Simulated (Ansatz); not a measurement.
**Cs2RbCuF6 (space group Fm-3m, No. 225; ferromagnetic; a cell from a computed database, its experimental status unchecked)**

```
Cs2RbCuF6
1.0
    0.00000     4.54210     4.54210
    4.54210     0.00000     4.54210
    4.54210     4.54210     0.00000
Cs Rb Cu F
2 1 1 6
Direct
  0.25000   0.25000   0.25000
  0.75000   0.75000   0.75000
  0.50000   0.50000   0.50000
  0.00000   0.00000   0.00000
  0.78992   0.21008   0.21008
  0.21008   0.78992   0.78992
  0.21008   0.78992   0.21008
  0.78992   0.21008   0.78992
  0.21008   0.21008   0.78992
  0.78992   0.78992   0.21008
```

Computed with PBEsol, PAW, 420 eV (Ansatz, an electronic-structure program; scalar-relativistic without spin-orbit coupling). Settings: 9×9×9 k-points, 0.05 eV Fermi–Dirac smearing.

| Item | Result |
|---|---|
| Volume per atom | 18.74 Å³ |
| Density | 4.69 g/cm³ |
| Band gap | 1.10 eV, indirect, L → X |
| Magnetic state | ferromagnetic |
| Total energy | -2578.625 eV/atom (σ→0; compares only within this code and set-up) |

Whether these cells are dynamically stable was not tested. No Hubbard U is applied and the magnetic state is the run's own (Cs2RbCuF6 ferromagnetic); other magnetic orders, which need larger cells, were not tried and can change the gap. A gap here joins edges of opposite spin (a spin-flip gap).
